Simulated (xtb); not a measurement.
xtb 6.7.1, GFN1-xTB: Au(Me)(NH3) ([CH3][Au]<-[NH3]), 9 atoms. The geometry is a generated start, not checked to be a minimum at this level.

| Item | Result |
|---|---|
| run flags | --grad |
| method | GFN1-xTB |
| --acc | 1 (default) |
| --etemp (K) | 300 (default) |
| basis functions | 30 |
| valence electrons | 26 |

```xyz
9

Au    -0.0326     0.0409     0.0373
C     -0.8345     1.2998     1.4292
H     -1.2083     0.7731     2.3037
H     -1.6721     1.8707     1.0362
H     -0.1140     2.0272     1.7936
N      0.8592    -1.3419    -1.4730
H      0.5454    -1.0950    -2.4044
H      0.5873    -2.2991    -1.2812
H      1.8695    -1.2757    -1.4413
```

Charge 0 and multiplicity 1 are set for this test and not shown to be the ground state.

One run each on 1 thread. Values of broydamp tried: 0.02, 0.05, 0.1, 0.2, 0.4 (default), 0.6, 0.8, 1.

Problem. How does the count of SCC iterations change with broydamp, and where is it least?

Solution. Fewest SCC iterations, within one of each other: 0.6 with 9, 0.8 with 10. The count rises to 18 at 0.02. All converge to one solution.

```json
[
 {"broydamp": "0.02", "SCC iterations": "18", "end": "same solution"},
 {"broydamp": "0.05", "SCC iterations": "15", "end": "same solution"},
 {"broydamp": "0.1", "SCC iterations": "13", "end": "same solution"},
 {"broydamp": "0.2", "SCC iterations": "12", "end": "same solution"},
 {"broydamp": "0.4 (default)", "SCC iterations": "11", "end": "same solution"},
 {"broydamp": "0.6", "SCC iterations": "9", "end": "same solution"},
 {"broydamp": "0.8", "SCC iterations": "10", "end": "same solution"},
 {"broydamp": "1", "SCC iterations": "11", "end": "same solution"}
]
```
